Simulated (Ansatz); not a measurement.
As under a change: H interstitial (started 2.43 Å from the nearest host atom), symmetric start

Start from a 12-atom supercell of As in the A7 type structure (space group R-3m, No. 166; a = 3.761 Å, c = 10.734 Å (hexagonal axes); layered) at its relaxed geometry.

It is then changed as follows: one H atom is added in an open site, starting 2.43 Å from the nearest host atom, atoms relaxed at fixed cell.

Level of theory: Kohn–Sham DFT with the r2SCAN+rVV10 functional, run in Ansatz (a quantum-chemistry and plane-wave program) with PAW and 500 eV plane waves, no spin-orbit coupling. Settings: 6×6×6 k-points, 0.05 eV Fermi–Dirac smearing.

The pressure goes from zero to -0.6 GPa and the largest displacement of a host atom from its site in the perfect cell amounts to 0.09 Å.

Final structure:

```
CELL_PARAMETERS angstrom
      5.64158     1.08572     3.57784
     -5.64158     1.08572     3.57784
     -1.88053    -5.42861     3.57784
ATOMIC_POSITIONS crystal
  As 0.30428 0.76695 0.61375
  As 0.31380 0.27451 0.11489
  As 0.63619 0.43167 0.61080
  As 0.63621 0.92689 0.11090
  As 0.96575 0.09241 0.62067
  As 0.96266 0.59850 0.11050
  As 0.03734 0.40150 0.88950
  As 0.03425 0.90759 0.37933
  As 0.36379 0.07311 0.88910
  As 0.36381 0.56833 0.38920
  As 0.68620 0.72549 0.88511
  As 0.69572 0.23305 0.38625
  H  0.00000 0.00000 0.00000
```

The cell is small, so the values are those of an ordered compound at a high defect concentration; dilute-limit values will differ. The defect started on the symmetric site and kept its symmetry, so it may sit on a saddle. The final runs are not spin-polarised. The defect cell is not spin-polarised.
